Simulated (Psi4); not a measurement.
Psi4 1.11, unrestricted WB97X/def2-svp: Mg(Cl)2 cation ([Cl][Mg][Cl]), charge +1, multiplicity 2, 3 atoms. The geometry is a generated start, not checked to be a minimum at this level.

```json
{
 "task": "energy",
 "method": "wb97x",
 "basis": "def2-svp",
 "memory": "3 GB",
 "maxiter": "100",
 "keys_of_the_molecule_block": "symmetry c1",
 "scf_type": "df (default)",
 "e_convergence": "1e-06 (default)",
 "d_convergence": "1e-06 (default)",
 "dft_radial_points": "75 (default)",
 "dft_spherical_points": "302 (default)",
 "basis_functions": "54",
 "grid_points": "65106"
}
```

```xyz
3

Mg     0.0363    -0.0295     0.0344
Cl     1.4997     0.3848    -1.4484
Cl    -1.5361    -0.3553     1.4141
```

Charge 1 and multiplicity 2 are set for this test and not shown to be the ground state.

With the defaults (guess = auto, which took SAD, damping_percentage = 0, diis = true, scf_initial_accelerator = adiis, diis_start = 1, diis_max_vecs = 10) it converges in 10 SCF iterations. One run each on 2 threads, with these changes:
- scf_initial_accelerator = ediis
- guess = sadno
- diis_max_vecs = 20
- diis_start = 4
- damping_percentage = 60
- guess = modhuckel
- damping_percentage = 60, diis = false, scf_initial_accelerator = none
- guess = sap
- guess = huckel

Task: Name the settings that don't reach the solution of the defaults.

Result: No convergence: damping_percentage = 60; damping_percentage = 60, diis = false, scf_initial_accelerator = none (the run ends without SCF convergence in 100 iterations). Another solution: guess = sadno (870 meV higher); guess = huckel (870 meV higher); guess = modhuckel (870 meV higher). The rest reach the solution of the defaults.

```json
[
 {"setting": "the defaults", "SCF iterations": "10", "end": "same solution"},
 {"setting": "scf_initial_accelerator = ediis", "SCF iterations": "10", "end": "same solution"},
 {"setting": "diis_max_vecs = 20", "SCF iterations": "10", "end": "same solution"},
 {"setting": "guess = sap", "SCF iterations": "11", "end": "same solution"},
 {"setting": "diis_start = 4", "SCF iterations": "11", "end": "same solution"},
 {"setting": "guess = modhuckel", "SCF iterations": "16", "end": "other solution, 870 meV higher"},
 {"setting": "guess = sadno", "SCF iterations": "17", "end": "other solution, 870 meV higher"},
 {"setting": "guess = huckel", "SCF iterations": "17", "end": "other solution, 870 meV higher"},
 {"setting": "damping_percentage = 60", "SCF iterations": "100", "end": "no convergence"},
 {"setting": "damping_percentage = 60, diis = false, scf_initial_accelerator = none", "SCF iterations": "100", "end": "no convergence"}
]
```
